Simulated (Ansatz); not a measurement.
Take Sn in the diamond structure (space group Fd-3m, No. 227; a = 6.5665 Å) as the base. Axes: x, y, z lie along the cube axes.

Method: r2SCAN (Ansatz, a quantum-chemistry and plane-wave program), spin-orbit coupling left out.

Before the change:

```
Item                             Value
-----------------------------  -------
Shortest interatomic distance  2.843 Å
```

Modification: tensor shear ε_xy = +0.86 % (engineering shear γ = 0.0172), atoms relaxed at fixed cell.

What happens to the energy relative to the base?

The energy goes up by 1.0 meV/atom.

How does this affect the shortest interatomic distance?

The shortest interatomic distance decreases by 0.0056 Å (2.843 Å → 2.838 Å).

The cells carry an imposed strain or load. Whether these cells are dynamically stable was not tested.
